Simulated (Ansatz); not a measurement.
## TiO$_{2}$ in the rutile structure (space group P4_2/mnm, No. 136)

```
TiO2
1.0
    4.64343     0.00000     0.00000
    0.00000     4.64343     0.00000
    0.00000     0.00000     2.96381
Ti O
2 4
Cartesian
  0.00000   0.00000   0.00000
  2.32172   2.32172   1.48190
  1.41683   1.41683   0.00000
  3.73854   0.90489   1.48190
  0.90489   3.73854   1.48190
  3.22660   3.22660   0.00000
```

Computed with PBE/PAW in Ansatz (a first-principles code), spin-orbit coupling left out. Γ-centred 7×7×11 mesh, Fermi–Dirac width 0.05 eV.

```yaml
volume_per_atom: 10.65 Å³
density: 4.15 g/cm³
band_gap: 1.86 eV, direct at Γ
electron_mass: 0.58 mₑ along c, 1.2 mₑ across
total_energy: -1212.884 eV/atom (σ→0; compares only within this code and set-up)
```

Effective masses come from finite differences of ±0.01 Å⁻¹. Stability against distortions was not tested. The final runs are not spin-polarised.
